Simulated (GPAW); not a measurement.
σxx against uniaxial strain in fcc Rh (space group 225): C11 (GPAW, LDA)

```yaml
crystal:
  lattice:
    - [0.00000, 1.88006, 1.88006]
    - [1.85186, 0.00000, 1.88006]
    - [1.85186, 1.88006, 0.00000]
  atoms:
    - { symbol: Rh, position: [0.00000, 0.00000, 0.00000] }
```

Level of theory: LDA (Perdew-Wang 92), GPAW PAW datasets LDA (gpaw-data 1.0.1) (plane waves; GPAW). Settings: mode = pw; ecut = 585 eV; xc = LDA; kpts = 40 40 40; mesh shift (steps) = 0 0 0; occupations.name = fermi-dirac; occupations.width = 0.05 eV; nbands = -7; convergence.density = 1e-06 e/electron; convergence.energy = 1e-06 eV/electron; symmetry.symmorphic = false; symmetry.tolerance = 0.0005; maxiter = 100. The cell above is the first row's. The rows stretch one cube axis (x) by the strain ε and hold the other two. Stress is positive in tension. In all rows the k mesh is held.

```csv
ε (%),σxx (GPa)
-1.5,?
-1.0,-5.06
-0.5,-2.47
0.0,0.04
0.5,2.46
1.0,4.81
1.5,7.08
2.0,9.28
```

Fit σxx of the 7 rows that show it with a parabola. Least squares gives σxx = 0.034 + 4.9345·ε - 0.1567·ε². Residuals (row less fit): -0.003, 0.002, 0.006, -0.002, -0.002, -0.003, 0.004; standard error 0.005 (degrees of freedom: 4). The slope at ε = 0, 4.9345 GPa per cent, gives C11 ≈ 100 × 4.9345 = 493 GPa, for the static lattice.

Question: Predict the withheld σxx at ε = -1.5 from the fit, and compare with the calculation.

Answer: σxx = 0.034 + 4.9345 × (-1.5) - 0.1567 × (-1.5)² = -7.720 GPa. The calculation gives -7.73 GPa, 0.010 GPa below the prediction (0.1 % of the range of σxx in the table). The row lies outside the fitted rows, so this is an extrapolation. From the scatter of the fitted rows alone, a prediction at this place has a standard error of 0.008 GPa, so the miss is 1.2 times that.

Carrying the step between the two nearest rows on in a straight line would have given -7.65, off by 0.08; series whose last step already gives the withheld value aren't shown. The reference cell has the volume at which an earlier scan in this program and functional put its minimum by a fit. The unstrained cell stands at a pressure of -0.04 GPa, and the constants belong to that pressure. Spin polarisation is off. Without a gap such slopes are sensitive to mesh and smearing. Cutoffs and mesh are single choices, not tested for convergence of this quantity. Series with a scatter that would blur these digits, or in which a gap closes, are not shown. Strain series were run only where this level's volume lies within 10 % of a first guess from the measured size.
